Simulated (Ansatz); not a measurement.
# SiC (model structure, started from the PtS type, P4₂/mmc, No. 131, 4 atoms in the cell): lattice parameter c by level of theory

No measured value is used here.

| level (code) | value (Å) |
|---|---|
| PBE (Ansatz) | 4.960 |
| PBEsol (Ansatz) | 4.932 |
| PBE-D3(BJ) (Ansatz) | 4.933 |

Ansatz's density-functional and Hartree–Fock values are scalar-relativistic unless marked +SOC, with PAW data made under PBE.

A model structure was made by putting elements into a prototype or built by hand; it is no filed structure, need not be a known phase, and can be a saddle point held by its symmetry.

Ansatz is an electronic-structure program.
